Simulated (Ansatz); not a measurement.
Consider this model of amorphous Ga24O39W.

```xyz
64
Lattice="9.2800 0.0966 0.0406 0.0966 9.2234 -0.2294 0.0406 -0.2294 9.1944" Properties=species:S:1:pos:R:3 pbc="T T T"
Ga     4.6675     2.2223     5.4374
Ga     8.7197     6.4842     7.2058
Ga     6.2236     5.6550     4.4030
Ga     7.9362     2.3633     4.1747
Ga     4.2825     3.3275     8.6253
Ga     8.7836     0.8306     1.3707
Ga     6.3571     8.7978     0.2151
Ga     3.5988     8.9320     8.3494
Ga     3.8585     4.3481     3.2969
Ga     2.7921     6.1805     5.5467
Ga     4.6686     2.0026     1.7923
Ga     0.4390     4.8742     4.3544
Ga     8.9665     6.6286     1.5217
Ga     6.0430     5.7496     1.2052
Ga     5.1185     6.2608     7.4033
Ga     1.6758     2.2505     2.6979
Ga     2.1921     5.9639     8.9683
Ga     1.0328     2.6906     8.5398
Ga     5.9711     8.9786     3.5544
Ga     2.1218     7.9828     2.1581
Ga     7.5531     3.3925     0.8872
Ga     8.5141     0.7009     7.2274
Ga     7.1957     3.7144     6.8353
Ga     8.5298     8.1033     4.4642
O      0.2956     6.3027     8.7791
O      4.8660     5.2485     8.9990
O      0.8096     2.0557     1.0611
O      8.3259     8.1554     6.4053
O      3.1165     6.3698     7.3607
O      7.7066     0.4335     9.0462
O      8.4129     3.3505     8.4181
O      0.6894     0.0097     5.0741
O      4.7878     5.7934     5.5971
O      5.1140     5.6132     2.8231
O      2.7711     2.0190     5.3668
O      5.3081     8.0858     8.0072
O      3.9454     1.4192     9.1480
O      0.4150     3.0362     3.8488
O      5.2771     3.1280     6.9664
O      7.6868     2.1362     2.2288
O      5.3498     0.2765     2.0140
O      2.4295     3.9175     8.5487
O      7.4858     4.2861     4.8417
O      0.2425     8.4305     1.8478
O      2.8452     8.0465     0.4116
O      4.6842     0.3846     5.0295
O      2.4348     4.8300     4.3222
O      3.1553     3.1703     2.0614
O      5.1142     2.9500     3.7890
O      9.1494     6.5461     3.5438
O      5.6559     3.3074     0.8190
O      2.4547     0.5800     3.0942
O      7.7007     2.0328     6.1126
O      0.9089     1.1595     7.6000
O      2.8674     7.6467     4.1485
O      7.0435     5.5891     7.2289
O      7.7663     5.0493     1.6609
O      1.7210     6.1305     1.6564
O      0.7271     5.6609     6.0214
O      6.7231     7.3973     4.1576
O      7.0401     7.3391     1.0625
O      7.5857     0.4666     4.0139
O      2.9364     8.8654     6.6176
W      2.4719     0.1915     5.1808
```

Method: PBE, scalar-relativistic without spin-orbit coupling (plane waves to 420 eV, PAW; Ansatz, a first-principles code).

A CHGNet melt-quench gave the starting glass, which DFT then relaxed. O atoms were pushed apart under 1.9 Å during the dynamics, to hinder bonds among them. The hot cell started wider than the set density and was brought back towards it in steps. It is the lowest in DFT energy of 2 quenches. It is a model cell: composition and starting density were chosen by hand, and all elements were melted together. No dispersion term was used. Its density started from a set value of 5.13 and ended at 5.24 g/cm³. Cooling (nominally 280 K/ps over its main leg) ran many orders faster than in experiment, which tends to leave more defects and strain. Values belong to this one cell and scatter from quench to quench. Volume and shape were free in the relaxation. On a 2×2×2 Γ-centred mesh force components of up to 0.12 eV/Å stay, since the relaxation ran on the zone centre alone.

Neighbours within Ga-Ga 2.68 Å, Ga-O 2.34 Å, Ga-W 2.86 Å, O-O 1.58 Å, O-W 2.51 Å, W-W 3.04 Å count as bonded. Two cations that share two anions don't count as bonded, nor two that share one unless they lie closer than Ga-Ga 2.61 Å, Ga-W 2.78 Å, W-W 2.95 Å.

Problem. Give the coordination numbers, mean bond lengths and angles.

Solution. 
```json
{
  "Mean coordination of Ga by anions": "4.46 (14 with 4, 9 with 5, 1 with 6)",
  "Mean coordination of O": "2.90 (4 with 2, 35 with 3)",
  "Mean coordination of W by anions": "6.00 (1 with 6)",
  "Mean Ga-O bond": "1.931 Å (spread 0.085 Å, 107 counted)",
  "Mean O-W bond": "1.960 Å (spread 0.164 Å, 6 counted)",
  "Bond angle at Ga": "mean 107.3°, spread 21.4°",
  "Bond angle at O": "mean 117.1°, spread 14.7°",
  "Bond angle at W": "mean 104.4°, spread 31.3°"
}
```

Problem. Which atoms depart from the most common coordination of their element?

Solution. Ga4 has 5 (O62 1.94 Å, O38 1.94 Å, O40 1.97 Å, O53 1.98 Å, O43 2.08 Å); Ga5 has 5 (O39 1.94 Å, O42 1.95 Å, O51 2.00 Å, O37 2.01 Å, O26 2.04 Å); Ga10 has 5 (O29 1.85 Å, O47 1.86 Å, O55 2.03 Å, O33 2.03 Å, O59 2.18 Å); Ga11 has 5 (O41 1.87 Å, O51 1.90 Å, O48 1.93 Å, O37 2.02 Å, O49 2.25 Å); Ga13 has 6 (O25 1.98 Å, O57 1.99 Å, O44 2.01 Å, O50 2.03 Å, O58 2.08 Å, O61 2.10 Å); Ga15 has 5 (O33 1.89 Å, O26 1.91 Å, O36 1.93 Å, O29 2.01 Å, O56 2.05 Å); Ga17 has 5 (O29 1.90 Å, O58 1.93 Å, O25 1.94 Å, O45 2.08 Å, O42 2.10 Å); Ga20 has 5 (O45 1.89 Å, O44 1.96 Å, O58 1.96 Å, O52 2.00 Å, O55 2.15 Å); Ga23 has 5 (O53 1.90 Å, O56 1.92 Å, O39 2.01 Å, O31 2.03 Å, O43 2.09 Å); Ga24 has 5 (O50 1.91 Å, O62 1.92 Å, O28 1.95 Å, O60 1.96 Å, O32 2.01 Å); O32 has 2 (W64 1.79 Å, Ga24 2.01 Å); O35 has 2 (W64 1.86 Å, Ga1 1.91 Å); O54 has 2 (Ga18 1.80 Å, Ga22 1.81 Å); O63 has 2 (W64 1.79 Å, Ga8 1.86 Å).

Problem. List the pairs of like atoms that count as bonded by the rules above.

Solution. There are none by these rules.
